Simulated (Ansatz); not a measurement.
GaP under load (space group I-4m2), Ansatz (an electronic-structure program) with r2SCAN with spin-orbit coupling, rigid bands. Condition of this run: uniaxial stress zz = 1 GPa (compression positive) (the target of the relaxation). Band gap 1.70 eV, N_c = 1.27e19 cm⁻³ and N_v = 9.84e18 cm⁻³ at 300 K, conductivity masses along z (a = (0.00, 2.73, 2.70) Å; b = (2.73, 0.00, 2.70) Å; c = (2.73, 2.73, 0.00) Å) of 1.05 mₑ (electrons) and 0.411 mₑ (holes). Take k_BT = 0.02585 eV.

### Question
What thermal injection velocity √(2k_BT/πm) limits a ballistic channel along the direction named?

### Answer
5.25e6 cm/s for electrons and 8.39e6 cm/s for holes, a ratio of √(m_h/m_e) = 0.626, for dilute carriers.

### Question
Find the intrinsic carrier density and the intrinsic Fermi level.

### Answer
n_i = √(N_c N_v) exp(−E_g/2k_BT) = 1.12e19 × exp(−32.88) = 5.9e4 cm⁻³. The level lies (k_BT/2) ln(N_v/N_c) = -3 meV from mid-gap (positive towards the conduction band). Each 0.1 eV added to the gap lowers n_i by a factor of 6.9.

### Question
What built-in voltage has an abrupt junction with N_A = 1e16 and N_D = 1e18 cm⁻³, all dopants ionised?

### Answer
V_bi = E_g/e − (k_BT/e) ln(N_c N_v/(N_A N_D)) = 1.70 − 0.02585 × 9.43 = 1.46 V, for the computed gap.

Rigid bands with the computed gap; masses take one relaxation time for all states.
